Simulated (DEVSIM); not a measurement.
Structure: GaP n+/n-/n+ resistor, at 300 K.

```
layer (left to right)  material  thickness (μm)  Nd (cm⁻³)  τn (s)  τp (s)
---------------------  --------  --------------  ---------  ------  ------
1                           GaP           0.180     6.1e18  1.2e-6  1.2e-6
2                           GaP            3.80     1.5e13  1.2e-6  1.2e-6
3                           GaP           0.260       2e18  1.2e-6  1.2e-6
```

Left contact: ohmic. Right contact: ohmic. Voltage is applied to the left contact. Recombination: SRH at mid-gap, radiative, Auger. Mobility is μmin + (μ − μmin)/(1 + (N/Nref)^α).

The device is made up for the run: typed textbook-type constants, with dimensions and the other settings drawn at random. Values at 300 K.

| parameter | GaP |
|---|---|
| gap (eV) | 2.26 |
| affinity (eV) | 3.8 |
| permittivity | 11.1 |
| Nc (cm⁻³) | 1.8e19 |
| Nv (cm⁻³) | 1.9e19 |
| μn (cm²/Vs) | 250 |
| μp (cm²/Vs) | 150 |
| μn,min | 10 |
| μp,min | 10 |
| Nref,n | 4.4e18 |
| Nref,p | 1e18 |
| αn | 0.8 |
| αp | 0.85 |
| B (cm³/s) | 1e-13 |
| Cn (cm⁶/s) | 1e-30 |
| Cp (cm⁶/s) | 1e-30 |

Model (solved in DEVSIM): 1D drift-diffusion, Boltzmann statistics, complete ionisation; no tunnelling, impact ionisation, image-force lowering or self-heating.

### Question
Give the dark forward current.

### Answer

(V (V), J (A/cm²)): (0.05, 0.31); (0.10, 0.63); (0.20, 1.3); (0.25, 1.8); (0.35, 2.6); (0.40, 3.1); (0.50, 4.2); (0.55, 4.8); (0.65, 6.0); (0.70, 6.7); (0.75, 7.4); (0.85, 8.9); (0.90, 9.7); (1.00, 11); (1.05, 12); (1.15, 14); (1.20, 15); (1.30, 17); (1.35, 18); (1.40, 19); (1.50, 21); (1.55, 22); (1.65, 25); (1.70, 26); (1.80, 29); (1.85, 30); (1.95, 33); (2.00, 34)
